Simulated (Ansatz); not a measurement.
## A O vacancy (middle of the slab) in a 2x2 cell of the 1x1 (0001) surface of corundum (cut with top plane Al)

Host crystal: corundum, with a band gap (PBE, scalar-relativistic without spin-orbit coupling).

These are HSE06, at the PBE geometry and the start's symmetry (plane waves to 420 eV, PAW; Ansatz, a program for electronic structure) values and carry that method's errors.

Slab: 79 atoms, 6.7 Å thick at the start (thin: gaps and levels are the slab's own); k 2x2x1, smearing 0.01 eV, dipole-corrected; single point; no symmetry held, on the structure that PBE left; spin-polarised from one start with parallel moments (other orders not tried), no spin-orbit, no U. The starting moment vanished. The program's check for a lower electronic state was not made.

| Property | Result |
|---|---|
| formation energy against ½ O2(g) at the same level | 677 kJ/mol |
| gap of the slab on its k-mesh | 3.21 eV |
| highest filled level below the top vacuum level | 4.46 eV |
| change of the step from the bottom to the top vacuum level, against the clean slab | 0.005 eV |
| magnetic moment of the cell | 0.00 μB |
